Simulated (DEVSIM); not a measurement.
Structure: Si p-n junction from an implanted or diffused profile, at 350 K.

| layer (left to right) | material | thickness (μm) | Nd (cm⁻³) | τn (s) | τp (s) |
|---|---|---|---|---|---|
| 1 | Si | 11.0 | 8.3e15 | 1.8e-6 | 1.8e-6 |

Added acceptor profile: 1.2e18 cm⁻³ × exp(−(x − 0 μm)²/(2·(0.031 μm)²)). Left contact: ohmic. Right contact: ohmic. Voltage is applied to the left contact. Recombination: SRH at mid-gap, radiative. Mobility is μmin + (μ − μmin)/(1 + (N/Nref)^α).

The device is made up for the run: typed textbook-type constants, with dimensions and the other settings drawn at random. Values at 300 K; Nc and Nv go as T^1.5, mobilities as T to minus their exponent, the gap by Varshni's rule with the affinity fixed. The table also holds parameters that only a changed run uses.

| parameter | Si |
|---|---|
| gap (eV) | 1.124 |
| affinity (eV) | 4.05 |
| permittivity | 11.7 |
| Nc (cm⁻³) | 2.86e19 |
| Nv (cm⁻³) | 3.1e19 |
| μn (cm²/Vs) | 1417 |
| μp (cm²/Vs) | 470 |
| μn,min | 52 |
| μp,min | 45 |
| Nref,n | 9.7e16 |
| Nref,p | 2.2e17 |
| αn | 0.68 |
| αp | 0.72 |
| T exponent of μn | 2.3 |
| T exponent of μp | 2.2 |
| B (cm³/s) | 4.7e-15 |
| Cn (cm⁶/s) | 2.8e-31 |
| Cp (cm⁶/s) | 9.9e-32 |
| Varshni α (eV/K) | 0.000473 |
| Varshni β (K) | 636 |

Model (solved in DEVSIM): 1D drift-diffusion, Boltzmann statistics, complete ionisation; no tunnelling, impact ionisation, image-force lowering or self-heating.

Base results: dark forward voltage at 100 A/cm² (V) 0.681; potential step across the device at zero bias (V) 0.753; dark forward voltage at 1 A/cm² (V) 0.502.

What follows from this one change: temperature 350 → 300 K?

dark forward voltage at 100 A/cm² 0.681 → 0.759 V; potential step across the device at zero bias 0.753 → 0.829 V; dark forward voltage at 1 A/cm² 0.502 → 0.610 V.

What follows from this one change: doping Nd of layer 1 8.3e+15 → 2.5e+14 cm^-3?

dark forward voltage at 100 A/cm² 0.681 → 0.729 V; potential step across the device at zero bias 0.753 → 0.647 V; dark forward voltage at 1 A/cm² 0.502 → 0.440 V.

What follows from this one change: straggle of the profile 0.031 → 0.022 μm?

dark forward voltage at 100 A/cm² little changed (0.678 V); potential step across the device at zero bias little changed (0.753 V); dark forward voltage at 1 A/cm² 0.502 → 0.495 V.

What follows from this one change: thickness of layer 1 11 → 33 μm?

dark forward voltage at 100 A/cm² 0.681 → 0.766 V; potential step across the device at zero bias little changed (0.753 V); dark forward voltage at 1 A/cm² 0.502 → 0.513 V.

What follows from this one change: constant mobility in place of the doping-dependent one?

dark forward voltage at 100 A/cm² 0.681 → 0.656 V; potential step across the device at zero bias little changed (0.753 V); dark forward voltage at 1 A/cm² 0.502 → 0.469 V.
